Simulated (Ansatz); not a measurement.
The parent structure is Cu in the fcc (Cu type) structure (space group Fm-3m, No. 225; a = 3.5634 Å; relaxed with 0.1 eV smearing). Axes: x, y, z lie along the cube axes.

Level of theory: PBEsol in Ansatz (plane waves to 420 eV, PAW, spin-orbit coupling left out), earlier PAW set.

For the base:

```
Quantity   Result
--------  -------
Pressure  0.0 GPa
```

Modification: tensor shear ε_xz = −1.91 % (engineering shear γ = -0.0382), atoms relaxed at fixed cell.

Problem. What happens to the pressure?

Solution. The pressure (mean of the normal stresses, compression positive) goes from zero to 0.3 GPa.

Problem. What happens to the energy relative to the base?

Solution. The energy grows by 4.9 meV/atom.

The cells carry an imposed strain or load. Stability against distortions was not tested. The final runs are not spin-polarised.

Ansatz is a program for electronic structure.
